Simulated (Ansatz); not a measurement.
The starting structures come from a database of crystals and need not be the phases stable at ambient conditions.

 Where the default PAW files enter, the runs use the earlier of Ansatz's two default sets.

## Evanescent states of CsLiCl₂ (P4/nmm, not sure to be the ambient phase, 8 atoms a cell, 28.4 Å³ an atom) along the normal of (001)

Calculation: r2SCAN (plane waves, PAW; Ansatz, an electronic-structure program).

The gap is the functional's own. No spin-orbit coupling. Mid-gap values are interpolated on the energy grid.

Energies count from the valence-band top; κ is the least over a 6×6 mesh across the current.

```
E (eV)  κ (1/Å)  where
------  -------  -----
0.14      0.276      Γ
0.41      0.319      Γ
0.68      0.350      Γ
0.94      0.373      Γ
1.22      0.390      Γ
1.49          ?      Γ
1.75          ?      Γ
2.02          ?      Γ
2.29          ?      Γ
2.56          ?      Γ
2.83          ?      Γ
3.10          ?      Γ
3.38          ?      Γ
3.65          ?      Γ
3.92          ?      Γ
4.18          ?      Γ
4.46          ?      Γ
4.72      0.327      Γ
5.00      0.296      Γ
5.26      0.256      Γ
5.54      0.202      Γ
5.80      0.114      Γ
```

**Question.** Fill in the missing entries.

**Answer.** 
- 1.49, κ (1/Å): 0.404
- 1.75, κ (1/Å): 0.413
- 2.02, κ (1/Å): 0.420
- 2.29, κ (1/Å): 0.423
- 2.56, κ (1/Å): 0.424
- 2.83, κ (1/Å): 0.422
- 3.10, κ (1/Å): 0.418
- 3.38, κ (1/Å): 0.411
- 3.65, κ (1/Å): 0.401
- 3.92, κ (1/Å): 0.388
- 4.18, κ (1/Å): 0.372
- 4.46, κ (1/Å): 0.352
